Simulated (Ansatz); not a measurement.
The reference is CaO in the rock salt structure (space group Fm-3m, No. 225; a = 4.767 Å).

Method: PBEsol (Ansatz, a first-principles code; PAW; 420 eV plane waves; spin-orbit coupling left out).

Now apply this change: an isotropic linear strain of +3.00 %, atoms relaxed at fixed cell.

Question: What happens to the mean gap deformation potential ΔEg/Δln V?

Answer: The mean gap deformation potential ΔEg/Δln V comes out as +0.3 eV.

Stability against distortions was not tested.
